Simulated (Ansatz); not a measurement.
Consider TiO2 in the anatase structure (space group I4_1/amd, No. 141; a = 3.739 Å, c = 9.455 Å).

The values are results of Ansatz (a first-principles code) LDA, scalar-relativistic without spin-orbit coupling, not measurements.

Base values:

```
Property               Value
-------------------  -------
Smallest direct gap  2.44 eV
Band gap             2.08 eV
Lattice parameter a  3.739 Å
```

The change: a hydrostatic pressure of 30 GPa.

Question: What does the calculation give for the smallest direct gap, electron mass, band gap and lattice parameter a after the change?

Answer: The smallest direct gap drops by 0.11 eV (2.44 eV → 2.33 eV); the electron mass is 2.8 mₑ along c, 0.30 mₑ across (at Γ); the band gap drops by 0.407 eV to 1.68 eV; the lattice parameter a shrinks by 0.046 Å to 3.693 Å.

Load acts through the strain it causes; cell and atoms are relaxed under it. Masses are band curvatures over ±0.01 Å⁻¹ around the edge. No phonon test of stability was made. Competing high-pressure phases were not computed. The final runs are not spin-polarised.
